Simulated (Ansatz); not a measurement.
The parent structure is Ag in the fcc (Cu type) structure (space group Fm-3m, No. 225; a = 4.105 Å). Axes: x, y, z lie along the cube axes.

Level of theory: r2SCAN (Ansatz, a first-principles code, PAW, without spin-orbit coupling).

Base values:

The pressure is 0.0 GPa.

Now apply this change: uniaxial strain ε_zz = −5.89 %, all other strain components held at zero; the atoms relax in the strained cell.

Q: How does this affect the energy relative to the base?

A: The energy increases by 24 meV/atom.

Q: What does the calculation give for the pressure after the change?

A: The pressure (mean of the normal stresses, compression positive) goes from zero to 7.4 GPa.

Without a gap, meshes like the base's 19×19×19 leave anisotropic stresses uncertain by several tenths of a GPa, and small strain energies with them. Whether these cells are dynamically stable was not tested.
